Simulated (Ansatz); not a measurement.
Cell A: BN (zinc blende, F-43m), 2 atoms in the cell, k-point mesh 16×16×16 on the run's own vectors.
```xyz
2
Lattice="0.0000 1.8033 1.8033 1.8033 0.0000 1.8033 1.8033 1.8033 0.0000" Properties=species:S:1:pos:R:3 pbc="T T T"
B      0.0000     0.0000     0.0000
N      0.9016     0.9016     0.9016
```

Cell B: BN (wurtzite, P6₃mc), 4 atoms in the cell, k-point mesh 18×18×8 on the run's own vectors.
```cif
data_B2N2
_chemical_formula_sum 'B2 N2'
_space_group_name_H-M_alt 'P63mc'
_space_group_IT_number 186
_space_group_name_Hall 'P 6c -2c'
_cell_length_a 2.54166
_cell_length_b 2.54166
_cell_length_c 4.20360
_cell_angle_alpha 90.000
_cell_angle_beta 90.000
_cell_angle_gamma 120.000
loop_
_atom_site_label
_atom_site_type_symbol
_atom_site_symmetry_multiplicity
_atom_site_Wyckoff_symbol
_atom_site_fract_x
_atom_site_fract_y
_atom_site_fract_z
_atom_site_occupancy
B1 B 2 b 0.33333 0.66667 0.49976 1
N1 N 2 b 0.33333 0.66667 0.12524 1
```

Cell C: BN (P6₃/mmc), 4 atoms in the cell, k-point mesh 18×18×6 on the run's own vectors.
```yaml
crystal:
  lattice:
    - [2.50646, 0.00000, 0.00000]
    - [-1.25323, 2.17066, 0.00000]
    - [0.00000, 0.00000, 6.61979]
  atoms:
    - { symbol: B, position: [0.33333, 0.66667, 0.25000] }
    - { symbol: B, position: [0.66667, 0.33333, 0.75000] }
    - { symbol: N, position: [0.33333, 0.66667, 0.75000] }
    - { symbol: N, position: [0.66667, 0.33333, 0.25000] }
```

Computed with Ansatz (plane waves, PAW), its default PAW set, cutoff 500 eV. The structures are at rest with PBE+D3(BJ); other levels are single points on them. Neutral cells; Fermi-Dirac smearing of at most 0.05 eV in the solids, energies taken to zero width. The lattices are those relaxed with PBE+D3(BJ), so at other levels the solids can be strained. A dispersion term ran beside these levels; it doesn't touch the electrons. Gaps are highest filled to lowest empty Kohn-Sham level on the run's k-point mesh, states of defects and surfaces included; edges off the mesh make the true gap smaller, and under 0.08 eV counts as none.

Question: Rank these by band gap (eV) (highest first), as r2SCAN gives it.

Answer: B (5.74 (indirect)), A (5.01 (indirect)), C (4.78 (indirect))

Ansatz is a first-principles code.
